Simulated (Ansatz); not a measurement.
Take GaCuSe2 in the chalcopyrite structure (space group I-42d, No. 122; a = 5.570 Å, c = 11.075 Å) as the base.

Level of theory: Ansatz (a program for electronic structure) PBEsol, scalar-relativistic without spin-orbit coupling.

Strains are applied to the cell and any free atomic positions relax.

One change was made to it. Results:

The mean gap deformation potential ΔEg/Δln V amounts to -4.2 eV; the energy goes up by 2.5 meV/atom.

Task: Name the change that was made.
A) isotropic strain −3.00 %
B) isotropic strain −0.75 %
C) isotropic strain −2.25 %
D) isotropic strain −1.50 %

Result: B, isotropic strain −0.75 %. For comparison, the energy relative to the base in the other runs: isotropic strain −1.50 % gives +10 meV/atom; isotropic strain −2.25 % gives +24 meV/atom; isotropic strain −3.00 % gives +43 meV/atom.

Stability against distortions was not tested. All final runs are without spin polarisation.
